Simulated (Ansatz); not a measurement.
Abridged Ansatz (a program for electronic structure) output:

```
Relaxation: its limit of steps is 60 (relax.max_steps)
Pseudopotential: Ru, paw, valence charge 16
Pseudopotential: Si, paw, valence charge 4
Crystal: 8 atoms, lattice volume = 104.197 Å³
Basis set: ecut = 420 eV, 2007 PW (Γ), exchange–correlation on 64×64×64 points (8 copies of the dense FFT grid, shifted against one another)
Bands: 48, of which v1, the nominal top of the filled ones, is band 40 counted from 1 (39 counted from 0)
Symmetry: 12 space group operations
k-points: 76 of 1000 (time reversal used)
Functional: x = pbe(κ = 0.804, μ = 0.2195149727645171), c = pbe(β = 0.06672455060314922)
SCF iter   1: F=—  HF=-26066.953431 eV  |F-HF|=—  |Δ(HF+E_count)|=         —  Δρ=1.17e-1  dr2=1.61e1  ethr=3.10e-3  ⟨swp⟩=6.9  Hψ=14591  notcnv=0  defer=3
SCF iter   2: F=—  HF=-26063.688596 eV  |F-HF|=—  |Δ(HF+E_count)|=    3.26e0  Δρ=4.70e-2  dr2=2.12e0  ethr=3.10e-3  ⟨swp⟩=2.5  Hψ=7681  notcnv=0  defer=93
SCF 1 converged in 8 iterations: F = -26063.211989 eV  dr2 = 1.15e-9
relax step   1: F+E_penalty+E_count = -26063.21198887 eV  Δ(F+E_penalty+E_count) = +0.000e0 eV  max|allowed force component| = 1.114e-3 eV/Å  Δτ_max = 0.0000 Å  P = +4.192 GPa  Ω = 104.197 Å³  (8 SCF iters, dr2 threshold 1.00e-7 eV, accepted)
[... steps on the carried basis left out ...]
relax step   5: F+E_penalty+E_count = -26063.12769353 eV  Δ(F+E_penalty+E_count) = +2.052e-3 eV  max|allowed force component| = 3.989e-3 eV/Å  Δτ_max = 0.0000 Å  P = +8.980 GPa  Ω = 102.138 Å³  stress off target by 1.97e-2 GPa  SCF on the basis re-selected at this cell (its energy is not comparable with the rows above)  (9 SCF iters)
SCF converged after 9 iterations
Free energy (F): -26063.127694 eV
Internal energy: -26063.117553 eV  (E = F + TS)
E sigma→0 (E₀):  -26063.122623 eV
Entropy (-TS):   -0.010140 eV (-1.268 meV/atom)
Fermi energy:    18.619657 eV
--- Forces (eV/Å), atoms counted from 1 ---
  atom   1  Ru    -0.00398898    -0.00398898    -0.00398898
  atom   2  Ru    -0.00398898     0.00398898     0.00398898
  atom   3  Ru     0.00398898    -0.00398898     0.00398898
  atom   4  Ru     0.00398898     0.00398898    -0.00398898
  atom   5  Si    -0.00203532    -0.00203532    -0.00203532
  atom   6  Si    -0.00203532     0.00203532     0.00203532
  atom   7  Si     0.00203532    -0.00203532     0.00203532
  atom   8  Si     0.00203532     0.00203532    -0.00203532
--- Stress (GPa, compression-positive) ---
        8.980261       0.000000      -0.000000
        0.000000       8.980261      -0.000000
       -0.000000      -0.000000       8.980261
  P = ⅓ Tr σ = 8.9803 GPa (89.803 kbar)
--- Relaxed structure (4 steps of the walk, 4 accepted, 1 SCFs on fresh bases) ---
  cell:  # Å, volume = 102.1380 Å³
    - [4.674435497396253, 0.0, -1.0271626370065259e-33]
    - [0.0, 4.674435497396253, -1.6049416203226965e-35]
    - [-1.0271626370065259e-33, -1.6049416203226965e-35, 4.674435497396253]
  atoms:
    - { symbol: Ru, position: [0.1327148875675723, 0.1327148875675723, 0.1327148875675723] }
    - { symbol: Ru, position: [0.6327148875675722, 0.36728511243242773, 0.8672851124324278] }
    - { symbol: Ru, position: [0.8672851124324278, 0.6327148875675722, 0.36728511243242773] }
    - { symbol: Ru, position: [0.36728511243242773, 0.8672851124324278, 0.6327148875675722] }
    - { symbol: Si, position: [0.8390846257394063, 0.8390846257394063, 0.8390846257394063] }
    - { symbol: Si, position: [0.33908462573940634, 0.6609153742605935, 0.16091537426059369] }
    - { symbol: Si, position: [0.16091537426059369, 0.33908462573940634, 0.6609153742605935] }
    - { symbol: Si, position: [0.6609153742605935, 0.16091537426059369, 0.33908462573940634] }
```

Task: What was computed, and what are the main results?

Result: RuSi, 8 atoms in the cell, with PBE in Ansatz (plane waves to 420 eV, PAW, scalar-relativistic without spin-orbit coupling), earlier PAW set, from a series relaxed to a target (pressure 9 GPa). The last SCF converged to F = -26063.127694 eV, or -3257.8910 eV per atom, at a pressure of 8.98 GPa. The total energy compares only with runs of the same code, potentials and settings.

Load acts through the strain it causes; cell and atoms are relaxed under it. Whether these cells are dynamically stable was not tested. Competing high-pressure phases were not computed. The cell was made from RuSi (space group P2_13, No. 198) by this change: pressure 9 GPa.

Keys are those of Ansatz 0.2.
